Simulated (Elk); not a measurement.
A self-consistent single point of FeNi3 (Pm-3m, 4 atoms in the cell) with Elk.

Computed with Elk with PBEsol, all-electron FP-LAPW, Elk's shipped species files, default APW+lo basis.

```
FeNi3
1.0
    3.56869     0.00000     0.00000
    0.00000     3.56869     0.00000
    0.00000     0.00000     3.56869
Fe Ni
1 3
Direct
  0.00000   0.00000   0.00000
  0.00000   0.50000   0.50000
  0.50000   0.00000   0.50000
  0.50000   0.50000   0.00000
```
Moments meant for the start (each program seeds them in its own way; μB, in the order of the atoms Fe Ni Ni Ni): 4.0 2.0 2.0 2.0.

Reference input (self-consistent single point, DFT, PBE, all-electron FP-LAPW, Elk's shipped species files, default APW+lo basis): xctype = 20; spinpol = true; rgkmax = 7; stype = 3; swidth = 0.00499791 Ha; ngridk = 9 9 9; reducebf = 0.5; rmtscf = 0.93; nempty = 8 per atom; bfcmt = [[0.0, 0.0, -1.0], [0.0, 0.0, -0.5], [0.0, 0.0, -0.5], [0.0, 0.0, -0.5]]. This run's input differs from it in these lines:

```diff
@@ -4,3 +4,3 @@
 xctype
-  20
+  22
```

The program printed (abridged):

```
│ Self-consistent loop started │
│ Loop number : 1 │
 total energy                :     -5830.50932316
 total moment                :    6.187640911
│ Loop number : 2 │
 total energy                :     -5830.96868230
 total moment                :    6.179622998
RMS change in Kohn-Sham potential (target) :    2.505885252     (  0.1000000000E-05)
Absolute change in total energy (target)   :   0.4593591422     (  0.1000000000E-03)
│ Loop number : 3 │
 total energy                :     -5832.00035722
 total moment                :    4.810404922
RMS change in Kohn-Sham potential (target) :    1.992789098     (  0.1000000000E-05)
   [... lines left out ...]
│ Loop number : 24 │
 total energy                :     -5830.42826597
 total moment                :   -4.756987817
RMS change in Kohn-Sham potential (target) :   0.1169142208E-05 (  0.1000000000E-05)
Absolute change in total energy (target)   :   0.1042604890E-03 (  0.1000000000E-03)
│ Loop number : 25 │
 total energy                :     -5830.42824066
 total moment                :   -4.757087519
RMS change in Kohn-Sham potential (target) :   0.4833900431E-06 (  0.1000000000E-05)
Absolute change in total energy (target)   :   0.7456910680E-06 (  0.1000000000E-03)
Convergence targets achieved

│ Loop number : 26 │

Energies :
 Fermi                       :     0.293512024406
 xc effective B-field        :    -0.197761300049
 external B-field            :      0.00000000000
 total energy                :     -5830.42822717
 (external B-field energy excluded from total)

Density of states at Fermi energy :    94.00924699
 (states/Hartree/unit cell)

Estimated indirect band gap :   0.2022255917E-03
 from k-point     19 to k-point     29
Estimated direct band gap   :   0.5158896988E-02
 at k-point     19

Charges :
 core                        :    46.00000000
 valence                     :    64.00000000
 interstitial                :    4.591999847
 muffin-tins (core leakage)
  species :    1 (Fe)
   atom    1                 :    24.58830157     (  0.2392752663E-11)
  species :    2 (Ni)
   [... lines left out ...]

Moments :
 interstitial                :   0.9750027645E-01
 muffin-tins
  species :    1 (Fe)
   atom    1                 :   -2.894201354
  species :    2 (Ni)
   atom    1                 :  -0.6534768677
   atom    2                 :  -0.6534768677
   atom    3                 :  -0.6534768677
 total in muffin-tins        :   -4.854631957
 total moment                :   -4.757131680

│ Self-consistent loop stopped │
```

The run converged in 26 iterations. The count includes the last loop, which Elk runs after its targets are met. Against the reference run the size of the net moment hardly changes (1.20 to 1.19 μB/atom).

The starting cell comes from a database of computed structures (which also holds hypothetical and non-ambient phases and stackings), without a prior relaxation at this level. Its lattice was rescaled by a random factor within 2.5 % of one. The magnetic order is the one reached from the typed start; others were not searched systematically. Values depend on the basis (sphere radii, cutoffs, local orbitals), which need not be converged. The log's line on a gap gives a spacing of levels on this mesh, which the program prints for metals too.

Cost on one core of a shared machine: roughly 2 min.
